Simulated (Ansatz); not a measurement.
Ce₂O₃ (P-3m1, No. 164, 5 atoms in the cell; start mp-2721)

Computed with LDA in Ansatz (PAW).

Numerical settings: plane-wave cutoff 520 eV, 18×18×10 k mesh (along the axes of the cell as run), Fermi–Dirac smearing 0.05 eV, spin-polarised start, scalar-relativistic PAW data made under PBE.

Cell (relaxed at this level):

Ce₂O₃ has the trigonal space group P-3m1 (No. 164), Pearson symbol hP5. Cell: a = b = 3.764 Å, c = 5.871 Å, α = β = 90.00°, γ = 120.00°. Ce on 2d has 4 O at 2.277–2.339 Å and 3 O at 2.599 Å. O1 on 2d sees 4 Ce at 2.277–2.339 Å (tetrahedral). O2 on 1a is coordinated by 6 Ce at 2.599 Å (octahedral). (Neighbours: up to the widest gap in distance over summed covalent radii, below 1.35, at either atom; cation-cation and far metal-metal contacts left out.)

```
Quantity           Value
---------------  -------
bulk modulus B0  140 GPa
```

Note: the magnetic order was assumed, not searched for or taken from measurement; the bulk modulus is −V dP/dV from two relaxed cells at ±2 % in volume; the relaxation could not lower the start's symmetry, so the cell can be a saddle point above a distorted one; the 4f shell is treated without U or exact exchange, so its levels and filling can be wrong; functionals without U or exact exchange can leave correlated insulators metallic, so the missing gap need not be real.

Spin–orbit coupling is not included; it can open a gap where bands touch, and shift volumes and moduli.

It cost about 21 core-minutes (a rough figure) of CPU time.

A start named mp-… is a Materials Project structure, which need not be a measured phase.

Ansatz is a first-principles code.
